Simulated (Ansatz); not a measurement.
Seebeck coefficient (μV/K, mean over directions) of n-type ZnS (F-43m) against carrier density, r2SCAN with spin-orbit coupling, rigid bands in Ansatz (a first-principles code). Computed gap 2.68 eV; densities at which minority carriers matter at this gap, or further valleys turn the trend, are left out. Conductivity mass 0.20 mₑ (harmonic mean over directions), N_c = 2.3e18 cm⁻³ at 300 K.

```
electron density       300 K       500 K
----------------  ----------  ----------
1e16 cm⁻³               -680        -748
1e17 cm⁻³               -482        -550
1e18 cm⁻³               -287  (withheld)
3e18 cm⁻³               -199        -262
1e19 cm⁻³               -116  (withheld)
3e19 cm⁻³                -63        -100
1e20 cm⁻³         (withheld)         -51
3e20 cm⁻³                -16         -28
```

### Question
Fill in the missing entries.

### Answer

- 1e18 cm⁻³, 500 K: -353
- 1e19 cm⁻³, 500 K: -169
- 1e20 cm⁻³, 300 K: -31

Rigid bands with a gap fixed in temperature, one relaxation time for all states, no polarons or phonon drag, and whether or not such doping can be reached.
